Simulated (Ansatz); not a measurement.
# A constructed model of the (111) surface of fcc Pd, a pseudomorphic layer of Co in the host's stacking (bottom of the slab: a bare face, its two planes held)

Computed with PBE (plane waves to 420 eV, PAW; Ansatz, a first-principles code).

Set-up: 7 atoms, 13.6 Å thick at the start; mesh 15x15x1; 0.1 eV smearing; dipole correction on; 2 atoms held, the rest relaxed; symmetry of the start imposed; spin-polarised, ending with about 2.6 μB a cell; orders that need a larger cell were not tried, no spin-orbit, no U. In PBE it is, or lies within 0.01 eV a 1x1 cell of, the lowest of the 2 structures of its composition computed so far; larger cells were not tried.

```json
{
  "work_function_of_the_top_face": "4.68 eV",
  "energy_released_by_relaxation": "0.16 eV",
  "magnetic_moment_of_the_cell": "2.61 μB",
  "cost": "very roughly 7 core-minutes"
}
```
